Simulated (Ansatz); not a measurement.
Worked example: zone-centre phonon calculation of LuHg (Pm-3m, 2 atoms in the cell) in Ansatz (a quantum-chemistry and plane-wave program).

Computed with LDA (PW92), default PAW files made with PBE (plane waves; Ansatz).

```
CELL_PARAMETERS angstrom
      3.62808     0.00000     0.00000
      0.00000     3.62808     0.00000
      0.00000     0.00000     3.62808
ATOMIC_POSITIONS crystal
  Lu 0.50000 0.50000 0.50000
  Hg 0.00000 0.00000 0.00000
```

Reference input (self-consistent single point, DFT, LDA (PW92), plane waves, default PAW files made with PBE): basis.ecutwfc = 30.9 Ry; kpoints.mp_grid.grid = 9 9 9; hamiltonian.xc = lda; hamiltonian.pseudopotentials = {kind: paw} (the program's default PAW files); scf.occupations.method = gaussian; scf.occupations.width = 0.0073 Ry. This run's input differs from it in these lines:

```diff
@@ -18,6 +18,5 @@
   occupations: { method: gaussian, width: 0.0073 Ry }
-output:
-  forces: true
-  eigenvalues: true
-  stress: true
+  convergence: { dr2_threshold: 1.0e-07 eV }
+phonons:
+  method: dfpt
```

Output (repeated stretches shortened):

```
SCF iter   1: F=—  HF=-28016.505758 eV  |F-HF|=—  |Δ(HF+E_count)|=         —  Δρ=4.16e-3  dr2=3.25e-3  ethr=1.77e-3  ⟨swp⟩=5.3  Hψ=10121  notcnv=0
all-band conjugate gradients solve this SCF's bands
preconditioner: auto → Resta (q_TF=auto, 2.701 Å⁻¹)
SCF iter   2: F=—  HF=-28016.503809 eV  |F-HF|=—  |Δ(HF+E_count)|=   1.95e-3  Δρ=2.17e-3  dr2=8.43e-4  ethr=7.23e-6  ⟨swp⟩=3.2  Hψ=5588  notcnv=0
   [... lines left out ...]
SCF iter   5: F=—  HF=-28016.503673 eV  |F-HF|=—  |Δ(HF+E_count)|=   8.28e-6  Δρ=8.40e-5  dr2=2.74e-6  ethr=6.30e-8  ⟨swp⟩=2.2  Hψ=3510  notcnv=0
SCF iter   6: F=—  HF=-28016.503673 eV  |F-HF|=—  |Δ(HF+E_count)|=   1.98e-8  Δρ=1.46e-5  dr2=3.60e-8  ethr=2.22e-10  ⟨swp⟩=13.0  Hψ=23123  notcnv=0
SCF iter   7: F=—  HF=-28016.503673 eV  |F-HF|=—  |Δ(HF+E_count)|=   1.19e-7  Δρ=6.63e-6  dr2=1.20e-8  ethr=8.01e-11  ⟨swp⟩=10.1  Hψ=16122  notcnv=0
SCF iter   8: F=-28016.503673 eV  HF=-28016.503673 eV  |F-HF|=1.02e-10  |Δ(HF+E_count)|=   1.91e-9  Δρ=1.28e-6  dr2=3.10e-10  ethr=2.68e-11  ⟨swp⟩=10.3  Hψ=15769  notcnv=0
SCF 1 converged in 8 iterations: F = -28016.503673 eV  dr2 = 3.10e-10
DFPT response loops at Γ: preconditioner auto → Kerker (q_TF=auto, 2.701 Å⁻¹) (partly filled bands, converged f_vac=0.000) …
Free energy (F): -28016.503673 eV
Internal energy: -28016.495771 eV  (E = F + TS)
E sigma→0 (E₀):  -28016.499722 eV
Entropy (-TS):   -0.007902 eV (-3.951 meV/atom)
Fermi energy:    16.149198 eV
--- Phonons (Γ-DFPT): 2 representative perturbations + reference, on 75 of 729 k-points (Σ response iterations 10) ---
  k mesh reduced under 8 symmetry operations, with k and −k counted as one. Each operation leaves every solved perturbation unchanged …
  ASR residual: 1.252e-3 → 0.000e0 eV/Å²; symmetrization residual: 1.420e-6 eV/Å²
  ASR residual per site (eV/Å²): 1.25e-3 1.33e-4
  Γ frequencies (cm⁻¹): 0.00 0.00 0.00 71.63 71.63 71.63
  non-analytic LO–TO correction: not included (Born effective charges unavailable; polar crystals: no LO–TO splitting at Γ)
```

The run converged in 8 iterations. 

Summary of the result:
* **Free energy E − TS (on the zero of these files)**: -28016.5037 eV
* **Fermi level (on the code's own zero)**: 16.15 eV
* **Zone-centre frequencies (cm⁻¹; negative means imaginary)**: 0, 0, 0, 72, 72, 72

The starting cell comes from a database of computed structures (which also holds hypothetical and non-ambient phases and stackings), without a prior relaxation at this level. Its lattice was rescaled by up to half a per cent.

Cost on one core of a shared machine: roughly 50 s.

Keys are those of Ansatz 0.2.
